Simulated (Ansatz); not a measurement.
```xyz
2
Lattice="4.5071 0.0000 0.0000 0.0000 4.5071 0.0000 0.0000 0.0000 4.5071" Properties=species:S:1:pos:R:3 pbc="T T T"
Cs     0.0000     0.0000     0.0000
I      2.2535     2.2535     2.2535
```

Computed with PBEsol with spin-orbit coupling, rigid bands (plane waves, PAW; Ansatz, a program for electronic structure). Condition of this run: spin-orbit coupling switched on. How the cell was made: cell and atoms relaxed with PBEsol.

Question: Predict the electron conductivity mass (n e² τ/σ) at 300 K, by direction if it differs.

Answer: 0.28 mₑ.

Question: What conductivity effective mass do dilute holes have at 300 K?

Answer: 1.49 mₑ.

Question: And the band gap?

Answer: 3.59 eV at this level; semilocal functionals usually fall short of the measured gap.

Rigid bands, one relaxation time for all states, no polarons.
